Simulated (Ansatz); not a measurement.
C (P6_3/mmc), PBE, rigid bands in Ansatz (a quantum-chemistry and plane-wave program): N_c = 1.18e19 cm⁻³ at 300 K and an electron conductivity mass of 0.277 mₑ along z (a = (2.50, 0.00, 0.00) Å; b = (-1.25, 2.16, 0.00) Å; c = (0.00, 0.00, 4.16) Å).

### Question
For 1e16 electrons per cm³ at 300 K, place the Fermi level, estimate the Seebeck coefficient of a parabolic band with constant τ, and give mobility and conductivity for τ = 10 fs.

### Answer
The level lies k_BT ln(N_c/n) = 0.183 eV below the conduction-band minimum. S ≈ −(k_B/e)[ln(N_c/n) + 5/2] = -825 μV/K, against -829 μV/K from the full bands (mean over directions). μ = eτ/m = 63.5 cm²/(V·s) and σ = neμ = 0.102 S/cm. τ is assumed, not computed.

Band transport and this doping are assumed; polarons and phonon drag are left out. Spin-orbit coupling is left out. Geometry: cell and atoms relaxed with PBEsol.
